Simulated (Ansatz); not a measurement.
# Ge (space group I4/mmm, No. 139; a hypothetical phase, not in the database extracts checked)

```cif
data_Ge4
_chemical_formula_sum 'Ge4'
_space_group_name_H-M_alt 'P 1'
_space_group_IT_number 1
_cell_length_a 5.38590
_cell_length_b 5.38590
_cell_length_c 5.38590
_cell_angle_alpha 98.219
_cell_angle_beta 98.219
_cell_angle_gamma 135.567
loop_
_space_group_symop_operation_xyz
  'x, y, z'
loop_
_atom_site_label
_atom_site_type_symbol
_atom_site_fract_x
_atom_site_fract_y
_atom_site_fract_z
_atom_site_occupancy
Ge1 Ge 0.17852 0.17852 0.35705 1
Ge2 Ge 0.17852 0.82148 0.00000 1
Ge3 Ge 0.82148 0.17852 0.00000 1
Ge4 Ge 0.82148 0.82148 0.64295 1
```

Method: PBE/PAW in Ansatz (a first-principles code), spin-orbit coupling left out. Γ-centred 9×9×9 mesh, Fermi–Dirac width 0.05 eV.

| Item | Value |
|---|---|
| Volume per atom | 25.31 Å³ |
| Density | 4.77 g/cm³ |
| Band gap | zero |
| Total energy | -4294.900 eV/atom (σ→0; compares only within this code and set-up) |

No phonon test of stability was made.
